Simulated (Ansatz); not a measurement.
Input and output of a self-consistent single point for LuH2 (I4mm, 3 atoms in the cell) (Ansatz, a first-principles code).

Computed with PBEsol, default PAW files made with PBE (plane waves; Ansatz).

The change in words: lattice scaled by 0.98; basis.ecutwfc: 420 eV → 210 eV. Reference geometry:
```
LuH2
1.0
    0.00000     2.50208     2.50208
    2.50208     0.00000     2.50208
    2.50208     2.50208     0.00000
Lu H
1 2
Direct
  0.00999   0.00999   0.99001
  0.25000   0.25000   0.25000
  0.75000   0.75000   0.75000
```

Reference input (self-consistent single point, DFT, PBEsol, plane waves, default PAW files made with PBE): basis.ecutwfc = 420 eV; kpoints.mp_grid.grid = 11 11 11; hamiltonian.xc = pbesol; hamiltonian.pseudopotentials = {kind: paw} (the program's default PAW files); scf.occupations.method = gaussian; scf.occupations.width = 0.1 eV. This run's input differs from it in these lines:

Ansatz 0.2 input:
```diff
@@ -2,11 +2,11 @@
   lattice:
-    - [0.00000000, 2.50207900, 2.50207900]
-    - [2.50207900, 0.00000000, 2.50207900]
-    - [2.50207900, 2.50207900, 0.00000000]
+    - [0.00000000, 2.45203700, 2.45203700]
+    - [2.45203700, 0.00000000, 2.45203700]
+    - [2.45203700, 2.45203700, 0.00000000]
   atoms:
-    - { symbol: Lu, position_ang: [-0.00000000, -0.00000000, 0.05000155] }
-    - { symbol: H, position_ang: [1.25103950, 1.25103950, 1.25103950] }
-    - { symbol: H, position_ang: [3.75311850, 3.75311850, 3.75311850] }
+    - { symbol: Lu, position_ang: [0.00000000, 0.00000000, 0.04900151] }
+    - { symbol: H, position_ang: [1.22601850, 1.22601850, 1.22601850] }
+    - { symbol: H, position_ang: [3.67805550, 3.67805550, 3.67805550] }
 basis:
-  ecutwfc: 420.0 eV
+  ecutwfc: 210.0 eV
 kpoints:
```

Log, with long lists cut:

```
SCF iter   1: F=—  HF=-14641.479946 eV  |F-HF|=—  |Δ(HF+E_count)|=         —  Δρ=4.29e-2  dr2=2.69e-1  ethr=1.77e-3  ⟨swp⟩=4.0  Hψ=8210  notcnv=0
all-band conjugate gradients solve this SCF's bands
preconditioner: auto → Kerker (q_TF=auto, 2.689 Å⁻¹)
SCF iter   2: F=—  HF=-14639.338846 eV  |F-HF|=—  |Δ(HF+E_count)|=    2.14e0  Δρ=2.91e-2  dr2=2.04e-1  ethr=9.95e-4  ⟨swp⟩=4.5  Hψ=7465  notcnv=0  defer=50
   [... lines left out ...]
SCF iter   5: F=—  HF=-14639.257459 eV  |F-HF|=—  |Δ(HF+E_count)|=   8.69e-4  Δρ=8.10e-4  dr2=1.25e-4  ethr=1.73e-5  ⟨swp⟩=2.0  Hψ=3922  notcnv=0  defer=50
SCF iter   6: F=—  HF=-14639.257392 eV  |F-HF|=—  |Δ(HF+E_count)|=   6.71e-5  Δρ=1.65e-4  dr2=1.24e-5  ethr=4.62e-7  ⟨swp⟩=2.0  Hψ=4122  notcnv=0  defer=50
SCF iter   7: F=—  HF=-14639.257294 eV  |F-HF|=—  |Δ(HF+E_count)|=   9.81e-5  Δρ=4.06e-5  dr2=5.54e-7  ethr=4.59e-8  ⟨swp⟩=2.0  Hψ=3679  notcnv=0  defer=50
SCF iter   8: F=-14639.257294 eV  HF=-14639.257294 eV  |F-HF|=1.30e-8  |Δ(HF+E_count)|=   6.24e-8  Δρ=1.04e-5  dr2=2.14e-8  ethr=3.70e-10  ⟨swp⟩=6.0  Hψ=8528  notcnv=0
SCF 1 converged in 8 iterations: F = -14639.257294 eV  dr2 = 2.14e-8
Free energy (F): -14639.257294 eV
Internal energy: -14639.252934 eV  (E = F + TS)
E sigma→0 (E₀):  -14639.255114 eV
Entropy (-TS):   -0.004360 eV (-1.453 meV/atom)
Fermi energy:    14.147652 eV
--- Forces (eV/Å), atoms counted from 1 ---
  atom   1  Lu     0.00000000     0.00000000    -0.41454774
  atom   2  H     -0.00000000     0.00000000     0.20725988
  atom   3  H     -0.00000000    -0.00000000     0.20725988
--- Stress (GPa, compression-positive) ---
        4.981041       0.000000      -0.000000
        0.000000       4.981041       0.000000
       -0.000000       0.000000       4.821250
  P = ⅓ Tr σ = 4.9278 GPa (49.278 kbar)
  The stress holds the Pulay correction. Without it, at fixed plane waves, as pw.x and ABINIT print it: P = -162.7166 GPa
```

The run converged in 8 iterations. Against the reference run the free energy goes up by 1.89 eV/atom, the pressure goes from -2.49 to 4.93 GPa and the largest force goes from 0.337 to 0.415 eV/Å.

The starting cell comes from a database of computed structures (which also holds hypothetical and non-ambient phases and stackings), without a prior relaxation at this level. Its lattice was rescaled by up to half a per cent. One atom was moved a little off its site on purpose. For this run, on top of that: lattice scaled by 0.98. Ansatz's pressure includes its estimate of the finite-basis (Pulay) stress. Without the estimate this run gives -162.72 GPa. The cutoff lies below the one recommended for these files.
